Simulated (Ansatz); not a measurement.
Checking a run of Ansatz (a program for electronic structure) on Ga (Cmce, 4 atoms in the cell). The aim is a self-consistent single point with DFT, PBE, plane waves, PAW files.

Cell that was meant: a = 4.3976 Å, b = 4.3976 Å, c = 4.5550 Å, α = 90.00°, β = 90.00°, γ = 119.49°.

Part of the input:

Ansatz 0.2 input:
```yaml
    - { symbol: Ga, position: [0.344300, 0.655700, 0.584600] }
    - { symbol: Ga, position: [0.844300, 0.155700, 0.915400] }
    - { symbol: Ga, position: [0.155700, 0.844300, 0.084600] }
basis:
  ecutwfc: 40
kpoints:
  mp_grid:
    grid: [10, 10, 9]
```

The program printed (abridged):

```
   [... lines left out ...]
Bands: 32, of which v1, the nominal top of the filled ones, is band 26 counted from 1 (25 counted from 0)
Symmetry: 8 space group operations
Space group: Cmce (ITA 64), of the structure as read, at distance tolerance 4.2e-5 Å
k-points: 155 of 900
Initial density: superposition of atomic densities (chi_scale 0.1, normalization cell)
Initial wavefunctions: pseudopotential atomic-orbital guess
Eigensolver: davidson
Functional: x = pbe(κ = 0.804, μ = 0.2195149727645171), c = pbe(β = 0.06672455060314922)
SCF iter   1: F=—  HF=-13668.045349 eV  |F-HF|=—  |Δ(HF+E_count)|=         —  Δρ=2.24e0  dr2=2.81e3  ethr=3.10e-3  ⟨swp⟩=1.0  Hψ=6832  notcnv=0
all-band conjugate gradients solve this SCF's bands
preconditioner: auto → LDOS
SCF iter   2: F=—  HF=-11582.376526 eV  |F-HF|=—  |Δ(HF+E_count)|=    2.09e3  Δρ=1.52e-1  dr2=2.83e1  ethr=3.10e-3  ⟨swp⟩=5.6  Hψ=31145  notcnv=0  defer=19
   [... lines left out ...]
SCF iter   7: F=—  HF=-11568.004625 eV  |F-HF|=—  |Δ(HF+E_count)|=   8.74e-2  Δρ=7.52e-5  dr2=5.64e-6  ethr=1.92e-10  ⟨swp⟩=10.0  Hψ=26518  notcnv=0
SCF iter   8: F=—  HF=-11568.004623 eV  |F-HF|=—  |Δ(HF+E_count)|=   1.36e-6  Δρ=1.58e-5  dr2=2.45e-7  ethr=8.45e-9  ⟨swp⟩=2.0  Hψ=5922  notcnv=0
SCF iter   9: F=-11568.004623 eV  HF=-11568.004623 eV  |F-HF|=3.97e-10  |Δ(HF+E_count)|=   4.99e-8  Δρ=1.08e-6  dr2=1.07e-9  ethr=1.92e-10  ⟨swp⟩=3.9  Hψ=14228  notcnv=0
SCF 1 converged in 9 iterations: F = -11568.004623 eV  dr2 = 1.07e-9
Free energy (F): -11568.004623 eV
Internal energy: -11567.992098 eV  (E = F + TS)
E sigma→0 (E₀):  -11567.998361 eV
Entropy (-TS):   -0.012526 eV (-3.131 meV/atom)
Fermi energy:    26.442012 eV
--- Forces (eV/Å), atoms counted from 1 ---
  atom   1  Ga    -0.00000000   -16.05748554     3.50156755
  atom   2  Ga     0.00000000    16.05748554    -3.50156755
  atom   3  Ga    -0.00000000    16.05748554     3.50156755
  atom   4  Ga     0.00000000   -16.05748554    -3.50156755
--- Stress (GPa, compression-positive) ---
    -2611.069428      -0.000000       0.000000
       -0.000000   -2510.832737      -0.000000
        0.000000      -0.000000   -2612.872057
  P = ⅓ Tr σ = -2578.2581 GPa (-25782.581 kbar)
  The stress holds no Pulay correction (an occupied level lies too near the plane-wave cutoff): it is that at fixed plane waves, as pw.x and ABINIT print it
```

Q: Is anything amiss in this input, and did it matter?

A: The run is not sound. The fault is this: a cutoff meant in Ry typed as a bare number, read as eV. A bare number is read in the key's own unit, and eV, Ry (13.6 eV) and Ha (27.2 eV) lie far apart, so the setting ends up far from the one that was meant. To fix it, convert the value to the unit that the key expects. The run converged in 9 iterations without an error; against the sound input the free energy goes up by 891 eV/atom, the pressure goes from 3.26 to -2578 GPa and the largest force goes from 0.030 to 16.43 eV/Å.

An input that runs soundly differs in these lines (not the only fix; some lines may just follow from the change or write a value another way):
```diff
-basis:
-  ecutwfc: 40
```

With that input, the run converged in 9 iterations: free energy E − TS (on the zero of these files) -15132.0533 eV; Fermi level (on the code's own zero) 9.37 eV; pressure 3.26 GPa; largest force (vector length) 0.030 eV/Å (DFT, PBE, plane waves, PAW files).

On the sound input: the starting cell comes from a database of computed structures (which also holds hypothetical and non-ambient phases and stackings), without a prior relaxation at this level. Its lattice was rescaled by a random factor within 2.5 % of one. With a pressure of about 3 GPa the cell is away from its equilibrium volume at this level. Ansatz's pressure includes its estimate of the finite-basis (Pulay) stress.
